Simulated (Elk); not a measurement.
```
CELL_PARAMETERS angstrom
      0.00000     2.32194     2.32194
      2.32194     0.00000     2.32194
      2.32194     2.32194     0.00000
ATOMIC_POSITIONS crystal
  Na 0.01077 0.01077 0.98923
  F  0.50000 0.50000 0.50000
```

Level of theory: PBE, all-electron FP-LAPW, Elk's shipped species files, default APW+lo basis in Elk 10.2.4.

The set-up and first iterations of an Elk log for NaF (I4mm, 2 atoms in the cell):

```
│ Elk code version 10.2.4 │

All units are atomic (Hartree, Bohr, etc.)

│ Ground-state run starting from atomic densities │

Lattice vectors :
   0.000000000       4.387840127       4.387840127
   4.387840127       0.000000000       4.387840127
   4.387840127       4.387840127       0.000000000

Unit cell volume      :    168.9594092
Brillouin zone volume :    1.468105355

Muffin-tin inner radius fraction :   0.1000000000E-01

Nuclei treated as point charges

Species :    1 (Na)
 parameters loaded from : Na.in
 name : sodium
 nuclear charge    :   -11.00000000
 electronic charge :    11.00000000
 atomic mass :    41907.78700
 muffin-tin radius :    2.144136960
 number of radial points in muffin-tin :    397
 atomic positions (lattice), magnetic fields (Cartesian) :
   1 :   0.00000000  0.00000000  0.00000000    0.00000000  0.00000000  0.00000000

Species :    2 (F)
 parameters loaded from : F.in
 name : fluorine
   [... lines left out ...]
 using average radius
Maximum |G+k| for APW functions       :    3.420179527
Maximum (1/2)|G+k|²                   :    5.848813998
Maximum |G| for potential and density :    12.00000000
 potential will be trimmed for |G| > 2 gkmax
Constant for pseudocharge density :    6
Radial integration step length :    4

G-vector grid sizes :     24    24    24
Number of G-vectors :     4957

Maximum angular momentum used for
 APW functions                      :    8
 outer part of muffin-tin           :    6
 inner part of muffin-tin           :    1

Total nuclear charge    :   -20.00000000
Total core charge       :    4.000000000
Total valence charge    :    16.00000000
Total excess charge     :    0.000000000
Total electronic charge :    20.00000000

Effective Wigner radius, rₛ :    1.263439913

Number of empty states         :    8
Total number of valence states :   16
Total number of core states    :    4

Total number of local-orbitals :   16

Exchange-correlation functional :     20     0     0
 Perdew-Burke-Ernzerhof, Phys. Rev. Lett. 77, 3865 (1996)
 gradient requirement :    1
 generalised gradient approximation (GGA)

Smearing type :    3
 Fermi-Dirac
Smearing width :   0.3674930000E-03
Effective electronic temperature (K) :    116.0451112

Mixing type :    3
 Broyden mixing, J. Phys. A: Math. Gen. 17, L317 (1984)

Kohn-Sham potential initialised from atomic data
│ Self-consistent loop started │
│ Loop number : 1 │
 total energy                :     -265.905879566
│ Loop number : 2 │
 total energy                :     -265.839470926
RMS change in Kohn-Sham potential (target) :    1.416001881     (  0.1000000000E-05)
Absolute change in total energy (target)   :   0.6640864084E-01 (  0.1000000000E-03)
│ Loop number : 3 │
 total energy                :     -265.643068070
RMS change in Kohn-Sham potential (target) :    1.318832607     (  0.1000000000E-05)
Absolute change in total energy (target)   :   0.2130050154     (  0.1000000000E-03)
│ Loop number : 4 │
 total energy                :     -263.848801665
RMS change in Kohn-Sham potential (target) :   0.5763051912     (  0.1000000000E-05)
Absolute change in total energy (target)   :    1.847517659     (  0.1000000000E-03)
│ Loop number : 5 │
 total energy                :     -262.939820874
RMS change in Kohn-Sham potential (target) :   0.1820111984     (  0.1000000000E-05)
Absolute change in total energy (target)   :    1.370860206     (  0.1000000000E-03)
│ Loop number : 6 │
 total energy                :     -262.675263647
RMS change in Kohn-Sham potential (target) :   0.4586245054E-01 (  0.1000000000E-05)
Absolute change in total energy (target)   :   0.6072722784     (  0.1000000000E-03)
│ Loop number : 7 │
 total energy                :     -261.042772783
RMS change in Kohn-Sham potential (target) :   0.1779425301     (  0.1000000000E-05)
   [... lines left out ...]
```

How does the run end?

The run ended unconverged after 100 iterations. It gives no final result for the task that was set. The log goes on:

```
 total energy                :     -265.882041183
RMS change in Kohn-Sham potential (target) :   0.3686038809     (  0.1000000000E-05)
   [... lines left out ...]
RMS change in Kohn-Sham potential (target) :   0.2495093514E-01 (  0.1000000000E-05)
Absolute change in total energy (target)   :   0.2709153157E-01 (  0.1000000000E-03)
│ Loop number : 98 │
 total energy                :     -262.879105835
RMS change in Kohn-Sham potential (target) :   0.4418133918E-01 (  0.1000000000E-05)
Absolute change in total energy (target)   :   0.1603227310     (  0.1000000000E-03)
│ Loop number : 99 │
 total energy                :     -262.103817488
RMS change in Kohn-Sham potential (target) :   0.4614171674E-01 (  0.1000000000E-05)
Absolute change in total energy (target)   :   0.7352076638     (  0.1000000000E-03)
│ Loop number : 100 │
Reached self-consistent loops maximum

Energies :
 Fermi                       :    -0.921042579203E-01
 total energy                :     -261.941415109

Density of states at Fermi energy :   0.2720854024E-06
 (states/Hartree/unit cell)

Estimated indirect band gap :   0.2339474496
 from k-point      1 to k-point      1
Estimated direct band gap   :   0.2339474496
 at k-point      1

Charges :
 core                        :    4.000000000
 valence                     :    16.00000000
 interstitial                :   0.9990362045
 muffin-tins (core leakage)
  species :    1 (Na)
   atom    1                 :    10.05725897     (  0.6661338148E-15)
  species :    2 (F)
   atom    1                 :    8.943704823     (  0.1657629589E-10)
 total in muffin-tins        :    19.00096380
 total calculated charge     :    20.02575025
 total charge                :    20.00000000
 error                       :   0.2575024576E-01

│ Self-consistent loop stopped │
```

The starting cell has typed, rounded lattice constants, without a prior relaxation at this level. Its lattice was rescaled by up to half a per cent. One atom was moved a little off its site on purpose. Values depend on the basis (sphere radii, cutoffs, local orbitals), which need not be converged.

The run was DFT, PBE, all-electron FP-LAPW, Elk's shipped species files, default APW+lo basis. Main settings of its input:

- xctype: 20
- swidth: 0.000367493 Ha
- ngridk: 3 3 3
- rmtdelta: 0.2 bohr
- maxscl: 100
